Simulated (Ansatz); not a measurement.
Pressure series in TiB2

Start from TiB2 (space group P6/mmm, No. 191; a = 3.032 Å, c = 3.224 Å).

Cell and atoms are relaxed at each pressure.

The values are results of PBE (Ansatz, a program for electronic structure), scalar-relativistic without spin-orbit coupling, not measurements.

Notes on the quantities. enthalpy: H = E + PV relative to the base's energy.

```csv
case,shortest interatomic distance,enthalpy,density
base,1.751 Å,–,4.50 g/cm³
pressure −2 GPa,1.755 Å,-0.11 eV/atom,4.46 g/cm³
pressure −1 GPa,1.753 Å,-0.05 eV/atom,4.48 g/cm³
pressure 3 GPa,(withheld),+0.16 eV/atom,4.55 g/cm³
pressure 7 GPa,1.737 Å,+0.37 eV/atom,4.62 g/cm³
pressure 15 GPa,1.723 Å,+0.78 eV/atom,4.74 g/cm³
pressure 30 GPa,1.701 Å,+1.52 eV/atom,4.96 g/cm³
pressure 50 GPa,1.676 Å,+2.46 eV/atom,5.22 g/cm³
pressure 75 GPa,(withheld),+3.58 eV/atom,5.50 g/cm³
pressure 100 GPa,(withheld),+4.65 eV/atom,5.76 g/cm³
```

### Question
What belongs in the blanks?

### Answer

- pressure 3 GPa, shortest interatomic distance: 1.745 Å
- pressure 75 GPa, shortest interatomic distance: 1.650 Å
- pressure 100 GPa, shortest interatomic distance: 1.627 Å

Load acts through the strain it causes; cell and atoms are relaxed under it. No phonon test of stability was made. No other phases were tried under pressure. The final runs are not spin-polarised.
